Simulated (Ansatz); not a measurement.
An Ansatz (an electronic-structure program) run: Mo with a change (isotropic strain +0.50 %); r2SCAN (Ansatz, PAW, scalar-relativistic without spin-orbit coupling).

Input:

Ansatz 0.2 input:
```yaml
crystal:
  lattice:
    - [-1.5833536598, 1.5833536598, 1.5833536598]
    - [1.5833536598, -1.5833536598, 1.5833536598]
    - [1.5833536598, 1.5833536598, -1.5833536598]
  atoms:
    - { symbol: Mo, position: [0, 0, 0] }
basis: { ecutwfc: 500, ecutrho_ratio: 4, xc_grid: 4, fft_grid_basis: typed }
kpoints: { mp_grid: { grid: [29, 29, 29] } }
hamiltonian:
  xc: r2scan
  dispersion: none
  pseudopotentials: { kind: paw }
scf: { occupations: { method: fermi_dirac, width: 0.1 }, convergence: { dr2_threshold: 0.0000000001 } }
relax: { f_tol: 0.005, max_steps: 50 }
output: { forces: true, stress: true }
checkpoint: { write: state.ck, write_every: 1000 }
```

Output:

```
Relaxation: its limit of steps is 50 (relax.max_steps)
WARN ansatz: RAYON_NUM_THREADS=1 ignored (pool sized by the plan → 1); use --threads N
Pseudopotentials: kind: paw
Pseudopotential: Mo, paw, valence charge 14
Functional definition: r2SCAN
Crystal: 1 atoms, lattice volume = 15.878 Å³
Basis set: ecut = 500 eV, 381 PW (Γ), exchange–correlation on 96×96×96 points (64 copies of the dense FFT grid, shifted against one another)
Bands: 11, of which v1, the nominal top of the filled ones, is band 7 counted from 1 (6 counted from 0)
Symmetry: 48 space group operations
Space group: Im-3m (ITA 229), of the structure as read, at distance tolerance 2.5e-5 Å
k-points: 680 of 24389
PAW frozen core: Mo, regenerated for the run's functional
Initial density: superposition of atomic densities (neutral atoms: chi_scale 0, normalization atom), corrected by the library's trained network
Initial wavefunctions: pseudopotential atomic-orbital guess
Eigensolver: davidson
Functional: x = r2scan, c = r2scan; τ floored in thin density (d = 2e-4 eV/Å³)
SCF iter   1: F=—  HF=-4967.603590 eV  |F-HF|=—  |Δ(HF+E_count)|=         —  Δρ=9.59e-3  dr2=1.14e-2  dr2_τ=2.01e-2  ethr=1.77e-3  ⟨swp⟩=5.0  Hψ=45896  notcnv=0
all-band conjugate gradients solve this SCF's bands
preconditioner: auto → none
SCF iter   2: F=—  HF=-4967.602944 eV  |F-HF|=—  |Δ(HF+E_count)|=   6.45e-4  Δρ=3.20e-3  dr2=2.96e-4  dr2_τ=4.76e-4  ethr=8.15e-5  ⟨swp⟩=2.7  Hψ=18451  notcnv=0
SCF iter   3: F=—  HF=-4967.603200 eV  |F-HF|=—  |Δ(HF+E_count)|=   2.56e-4  Δρ=1.47e-3  dr2=6.22e-5  dr2_τ=1.55e-5  ethr=2.11e-6  ⟨swp⟩=1.1  Hψ=7948  notcnv=0
SCF iter   4: F=—  HF=-4967.603272 eV  |F-HF|=—  |Δ(HF+E_count)|=   7.15e-5  Δρ=5.99e-5  dr2=2.26e-7  dr2_τ=4.42e-8  ethr=4.45e-7  ⟨swp⟩=3.0  Hψ=12600  notcnv=0
SCF iter   5: F=—  HF=-4967.603272 eV  |F-HF|=—  |Δ(HF+E_count)|=   1.39e-7  Δρ=8.90e-6  dr2=8.99e-9  dr2_τ=2.55e-9  ethr=1.62e-9  ⟨swp⟩=2.0  Hψ=11722  notcnv=0
SCF iter   6: F=—  HF=-4967.603272 eV  |F-HF|=—  |Δ(HF+E_count)|=  5.91e-10  Δρ=1.18e-6  dr2=1.43e-10  dr2_τ=8.32e-12  ethr=6.42e-11  ⟨swp⟩=2.0  Hψ=11366  notcnv=0
SCF iter   7: F=-4967.603272 eV  HF=-4967.603272 eV  |F-HF|=3.64e-12  |Δ(HF+E_count)|=  4.55e-12  Δρ=5.13e-8  dr2=1.55e-13  dr2_τ=3.74e-13  ethr=1.00e-12  ⟨swp⟩=4.0  Hψ=24656  notcnv=0
SCF 1 converged in 7 iterations: F = -4967.603272 eV  dr2 = 1.55e-13
relax step   1: F+E_penalty+E_count = -4967.60327158 eV  Δ(F+E_penalty+E_count) = +0.000e0 eV  max|allowed force component| = 0.000e0 eV/Å  Δτ_max = 0.0000 Å  (7 SCF iters, accepted)
Crystal: 1 atoms, lattice volume = 15.878 Å³
Initial density: handed on by an earlier stage of this run
Initial wavefunctions: those handed on with the density
iter 1 solved again at ethr=1.00e-12 eV; its pass at ethr=3.10e-3 eV (dr2=1.46e-13 eV) is discarded
SCF iter   1: F=—  HF=-4967.603272 eV  |F-HF|=—  |Δ(HF+E_count)|=         —  Δρ=5.13e-8  dr2=1.55e-13  dr2_τ=3.74e-13  ethr=1.00e-12  ⟨swp⟩=1.4  Hψ=48507  notcnv=0
preconditioner: auto → none
SCF iter   2: F=-4967.603272 eV  HF=-4967.603272 eV  |F-HF|=9.09e-13  |Δ(HF+E_count)|=    0.00e0  Δρ=2.73e-8  dr2=4.36e-14  dr2_τ=2.67e-15  ethr=1.00e-12  ⟨swp⟩=2.8  Hψ=17552  notcnv=0
SCF 2 converged in 2 iterations: F = -4967.603272 eV  dr2 = 4.36e-14
SCF converged after 2 iterations
Free energy (F): -4967.603272 eV
Harris-Foulkes:  -4967.603272 eV  (|F-HF|=9.09e-13)
Internal energy: -4967.583381 eV  (E = F + TS)
E sigma→0 (E₀):  -4967.593326 eV
Entropy (-TS):   -0.019890 eV (-19.890 meV/atom)
Fermi energy:    20.676414 eV
--- Per-component energies (eV) ---
  E_band       = -72.695016
  E_kinetic    = 439.206047
  E_local      = -792.376906  (includes V_loc(G=0)·N_el)
  E_nonlocal   = 142.067177
  E_hartree    = 260.882431
  E_xc         = -178.336136
  E_vxc        = -256.013801  (∫ρ·V_xc dr)
  E_paw        = -3217.069885  (= ΣΔE_a)
  E_vpaw       = -144.306922  (= ΣTr[D̂ρ^β])
  E_aug_tail   = 0.000003  (compensation charges beyond the density's cutoff)
  E_vtau       = 16.964524  (kinetic-family band-sum trace: ∫τ·v_τ [+ j·A + Jᵃ·Aᵃ] dr)
  E_ewald      = -1621.734909
  E_core_change = -0.221204  (= ΣΔE_core)
  E_smearing   = -0.019890  (= −TS)
  E_closure    = 0.000000  (closes the sum)
  Σ components = -4967.603272   (vs F -4967.603272, Δ=0.00e0)
  [band-id]    e_kinetic+e_local+e_nonlocal+2·e_hartree+e_vxc+e_vpaw+e_augmentation_tail+e_vtau = -72.695016   (vs E_band -72.695016, Δ=-3.63e-7)
--- Forces (eV/Å), atoms counted from 1 ---
  atom   1  Mo     0.00000000     0.00000000     0.00000000
  max |Σ_I F_I| component: 5.06e-30 eV/Å
--- Stress (GPa, compression-positive) ---
       -3.944293       0.000000      -0.000000
       -0.000000      -3.944293      -0.000000
       -0.000000       0.000000      -3.944293
  P = ⅓ Tr σ = -3.9443 GPa (-39.443 kbar)
  The stress holds the Pulay correction. Without it, at fixed plane waves, as pw.x and ABINIT print it: P = -4.0231 GPa
  The stress includes an estimate of the error left by incomplete SCF convergence (largest component 0.0000 GPa).
--- Band table ---
  band table: none
--- Relaxed structure (1 steps of the walk, 1 accepted, 0 SCFs on fresh bases) ---
  F+E_penalty+E_count = -4967.60327158 eV   max|allowed force component| = 0.000e0 eV/Å
  atoms:
    - { symbol: Mo, position: [0.0, 0.0, 0.0] }
```

Whether these cells are dynamically stable was not tested. All final runs are without spin polarisation. The cell was made from Mo in the bcc (W type) structure (space group Im-3m, No. 229) by this change: isotropic strain +0.50 %.
